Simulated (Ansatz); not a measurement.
HfO2 (model structure, started from the polar ZrO2 type, Pca2₁, No. 29, 12 atoms in the cell)

All values below come from LDA (Ansatz, a program for electronic structure, PAW).

Numerical settings: plane-wave cutoff 520 eV, 6×8×8 k mesh (along the axes of the cell as run), Fermi–Dirac smearing 0.01 eV, scalar-relativistic PAW data made under PBE.

Cell (relaxed at this level):

```
CELL_PARAMETERS angstrom
      5.18191     0.00000     0.00000
      0.00000     4.97592     0.00000
      0.00000     0.00000     4.99673
ATOMIC_POSITIONS crystal
  Hf 0.03293 0.26806 0.24648
  Hf 0.96707 0.73194 0.74648
  Hf 0.53293 0.73194 0.24648
  Hf 0.46707 0.26806 0.74648
  O  0.36901 0.07312 0.11084
  O  0.63099 0.92688 0.61084
  O  0.86901 0.92688 0.11084
  O  0.13099 0.07312 0.61084
  O  0.23557 0.54149 0.99868
  O  0.76443 0.45851 0.49868
  O  0.73557 0.45851 0.99868
  O  0.26443 0.54149 0.49868
```

```
Property                              Result
---------------  ---------------------------
band gap         4.35 eV (on the SCF k mesh)
direct gap at Γ                      4.86 eV
```

Note: the relaxation could raise the start's symmetry but not lower it, so the cell can be a saddle point.

Spin–orbit coupling is not included.

Computing time: around 19 core-minutes (rough).

A model structure was made by putting elements into a prototype or built by hand; it is no filed structure, need not be a known phase, and can be a saddle point held by its symmetry.
